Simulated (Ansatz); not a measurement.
Starting structure for a constructed model of the (111) surface of germanium, (√3x√3)R30° Bi adatom at T4 (bottom of the slab: 3 H on 3 bottom sites).

```
CELL_PARAMETERS angstrom
      6.10940     3.52727     0.00000
     -6.10940     3.52727     0.00000
      0.00000     0.00000    30.50000
ATOMIC_POSITIONS crystal
  Ge 0.00000 0.00000 0.31661
  Ge 0.33333 0.66667 0.31661
  Ge 0.66667 0.33333 0.31661
  Ge 0.00000 0.66667 0.34387
  Ge 0.33333 0.33333 0.34387
  Ge 0.66667 0.00000 0.34387
  Ge 0.00000 0.66667 0.42565
  Ge 0.33333 0.33333 0.42565
  Ge 0.66667 0.00000 0.42565
  Ge 0.00000 0.33333 0.45291
  Ge 0.33333 0.00000 0.45291
  Ge 0.66667 0.66667 0.45291
  Ge 0.00000 0.33333 0.53468
  Ge 0.33333 0.00000 0.53468
  Ge 0.66667 0.66667 0.53468
  Ge 0.00000 0.00000 0.56194
  Ge 0.33333 0.66667 0.56194
  Ge 0.66667 0.33333 0.56194
  Ge 0.00000 0.00000 0.64371
  Ge 0.33333 0.66667 0.64371
  Ge 0.66667 0.33333 0.64371
  Ge 0.00000 0.66667 0.67097
  Ge 0.33333 0.33333 0.67097
  Ge 0.66667 0.00000 0.67097
  H  0.00000 0.00000 0.26514
  H  0.33333 0.66667 0.26514
  H  0.66667 0.33333 0.26514
  Bi 0.00000 0.00000 0.73486
```

Method: PBE (plane waves to 420 eV, PAW; Ansatz, a program for electronic structure).

Model: 28-atom slab, 14.3 Å thick at the start with caps and adatoms, 5x5x1 mesh, Fermi-Dirac 0.025 eV, dipole correction, 6 atoms held, the rest relaxed; symmetry of the start imposed; no spin (no spin-polarised run to compare, though such a face may carry moments), no spin-orbit, no U. Held atoms (counted from 1): 1, 2, 3, 4, 5, 6.

Problem. Which atoms move most when this structure relaxes, how far, and what energy is gained?

Solution. the energy falls by 1.00 eV. In PBE it is, or lies within 0.01 eV a 1x1 cell of, the lowest of the 2 structures of its composition computed so far; subsurface sites and larger cells were not tried. Moves over a fifth of the largest (Å, atoms counted from 1):

```tsv
atom	Δx	Δy	Δz
Ge19	0.00	0.00	-0.48
Ge16	0.00	0.00	-0.36
Ge22	-0.23	0.13	0.04
Ge23	0.00	-0.27	0.04
Ge24	0.23	0.13	0.04
Ge20	0.00	0.00	0.26
Ge21	0.00	0.00	0.26
Ge17	0.00	0.00	0.15
Ge18	0.00	0.00	0.15
```

Path of the relaxation:

| step | E − E_final (eV) | largest force component (eV/Å) |
|---|---|---|
| 1 | 1.000 | 2.394 |
| 2 | 0.425 | 0.730 |
| 3 | 0.066 | 0.482 |
| 4 | 0.012 | 0.302 |
| 5 | 0.001 | 0.075 |
| 6 | 0.000 | 0.007 |
